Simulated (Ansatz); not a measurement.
Base system: CsCl in the CsCl type structure (space group Pm-3m, No. 221).

Space group Pm-3m (No. 221); a = 4.205 Å, b = 4.205 Å, c = 4.205 Å, α = 90.00°, β = 90.00°, γ = 90.00°

```tsv
atom	site	symmetry	x	y	z
Cs	1a	m-3m	0.0000	0.0000	0.0000
Cl	1b	m-3m	0.5000	0.5000	0.5000
```

Computed with plane-wave PAW DFT at the PBE level (Ansatz, a quantum-chemistry and plane-wave program, 420 eV), no spin-orbit coupling.

For the base:

| Quantity | Result |
|---|---|
| Valley order | Γ 5.01 eV; M along ⟨110⟩ 5.89 eV |
| Lattice parameter a | 4.205 Å |

The change: a hydrostatic pressure of 3 GPa.

Task: Predict the new electron mass.

Result: The electron mass (degenerate bands, along [100]) amounts to 0.34, 1.3 mₑ (at Γ).

Task: What happens to the valley order?

Result: The valley order (the lowest conduction-band minima on the path, energy above the VBM, named in the base's zone) changes from Γ 5.01 eV; M along ⟨110⟩ 5.89 eV to Γ 5.30 eV; M along ⟨110⟩ 6.03 eV.

Task: How does this affect the lattice parameter a?

Result: The lattice parameter a shrinks by 0.197 Å to 4.008 Å.

The levels and masses belong to the bands next to the band gap. Load acts through the strain it causes; cell and atoms are relaxed under it. Masses are band curvatures over ±0.01 Å⁻¹ around the edge. No phonon test of stability was made.
